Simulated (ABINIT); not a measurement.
Band structure of TiB2 (P6/mmm, 3 atoms in the cell).

```
TiB2
1.0
    3.02593     0.00000     0.00000
   -1.51296     2.62053     0.00000
    0.00000     0.00000     3.22877
Ti B
1 2
Direct
  0.00000   0.00000   0.00000
  0.33333   0.66667   0.50000
  0.66667   0.33333   0.50000
```

Method: PBE, PAW (JTH v2.0 PBE PAW) (plane waves; ABINIT).

Settings: pseudos = [Ti.GGA_PBE-JTH.xml, B.GGA_PBE-JTH.xml]; ecut = 30 Ha; pawecutdg = 60 Ha; pawxcdev = 0; occopt = 7; tsmear = 0.00499791 Ha; ngkpt = 8 8 7; nshiftk = 1; shiftk = 0 0 0; potentials = JTH v2.0 PBE PAW; kptopt = 1; nstep = 80; tolvrs1 = 1e-12.

The starting cell comes from a database of computed structures (which also holds hypothetical and non-ambient phases and stackings), without a prior relaxation at this level. Spin polarisation is off.

Levels in eV from the Fermi level, bands 6 to 13:
```json
[
 {"point": "Γ", "6": "-2.67", "7": "-2.67", "8": "-2.41", "9": "-2.19", "10": "1.84", "11": "1.84", "12": "3.60", "13": "3.60"},
 {"point": "M", "6": "-9.30", "7": "-3.34", "8": "-3.31", "9": "-2.34", "10": "1.28", "11": "2.70", "12": "3.17", "13": "3.29"},
 {"point": "K", "6": "-8.39", "7": "-7.43", "8": "-1.94", "9": "-1.94", "10": "1.31", "11": "1.31", "12": "1.94", "13": "6.87"},
 {"point": "A", "6": "-7.69", "7": "-0.62", "8": "-0.62", "9": "-0.23", "10": "-0.23", "11": "0.38", "12": "0.38", "13": "1.57"},
 {"point": "L", "6": "-7.63", "7": "-4.72", "8": "-3.90", "9": "-3.20", "10": "2.42", "11": "2.88", "12": "4.42", "13": "4.53"},
 {"point": "H", "6": "-8.65", "7": "-5.80", "8": "-3.23", "9": "-3.23", "10": "2.45", "11": "4.19", "12": "4.19", "13": "4.46"}
]
```

Bands cross the Fermi level along this path, so the cell is metallic at this level.
